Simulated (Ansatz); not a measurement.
WS2 (within 0.1 Å of P-6m2, No. 187, 9 atoms in the cell; start mp-1025571; a measured phase of this formula has another space group), treated with r²SCAN+rVV10 in Ansatz (plane waves, PAW).

Run with plane-wave cutoff 560 eV, 12×12×2 k mesh (along the axes of the cell as run), Fermi–Dirac smearing 0.01 eV, no spin polarisation, scalar-relativistic PAW data made under PBE.

Cell (relaxed at this level):

WS$_{2}$ is modelled in the hexagonal space group P-6m2 (No. 187), Pearson symbol hP9. Cell: a = 3.1693 Å, b = 3.1693 Å, c = 19.3209 Å, α = 90.00°, β = 90.00°, γ = 120.00°. W1 on 1b is coordinated by 6 S at 2.407 Å (trigonal prismatic). W2 on 2i is surrounded by 6 S at 2.406 Å (trigonal prismatic). S1 on 2g is coordinated by 3 W at 2.406 Å (trigonal pyramidal). S2 on 2g sees 3 W at 2.407 Å (trigonal pyramidal). S3 on 2i sees 3 W at 2.407 Å (trigonal pyramidal). (Neighbours: up to the widest gap in distance over summed covalent radii, below 1.35, at either atom; cation-cation and far metal-metal contacts left out.)

Question: Estimate the band gap and Γ–Γ gap that the calculation returns.

Answer: 
* **band gap**: 1.23 eV (on the SCF k mesh)
* **Γ–Γ gap**: 2.58 eV

Spin–orbit coupling is not included.

The computed numbers hold no vibrational or temperature effects.

A start named mp-… is a Materials Project structure, which need not be a measured phase.

Ansatz is a quantum-chemistry and plane-wave program.
